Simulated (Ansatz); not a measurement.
# The (0001) surface of hexagonal WC in its 1x1 cell (cut with top plane W, bottom plane W), outermost plane spacing 1.42 Å in the ideal cut (one of several cuts of this face), with 1 W a cell over the bulk's ratio

The numbers are results of PBE (plane waves to 420 eV, PAW; Ansatz, an electronic-structure program), not measurements.

Model: 9-atom slab, C4W5, 11.4 Å thick at the start, 15x15x1 mesh, Fermi-Dirac 0.1 eV, dipole correction, all atoms relaxed; symmetry of the start imposed; no spin, no spin-orbit, no U.

```json
{
 "work_function_of_the_top_face": "4.93 eV",
 "energy_released_by_relaxation": "0.065 eV",
 "cost": "roughly 2.4 core-minutes"
}
```
